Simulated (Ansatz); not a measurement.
Base system: BaF2 in the fluorite structure (space group Fm-3m, No. 225; a = 6.137 Å).

Method: PBEsol (Ansatz, a first-principles code), no SOC.

One change was made to it. Results:

```
quantity                                                 base        after
-----------------------------  ------------------------------  -----------
gap character                  indirect, K–Γ (36 % along) → Γ  direct at X
shortest interatomic distance                         2.658 Å      2.299 Å
density                                            5.04 g/cm³   7.78 g/cm³
band gap                                              6.83 eV      6.88 eV
```

### Question
Which change produced these results?
A) pressure 15 GPa
B) pressure −2 GPa
C) pressure 7 GPa
D) pressure 75 GPa

### Answer
D, pressure 75 GPa. For comparison, the band gap in the other runs: pressure 15 GPa gives 7.45 eV; pressure 7 GPa gives 7.19 eV; pressure −2 GPa gives 6.68 eV.

Load acts through the strain it causes; cell and atoms are relaxed under it. No phonon test of stability was made. Competing high-pressure phases were not computed.
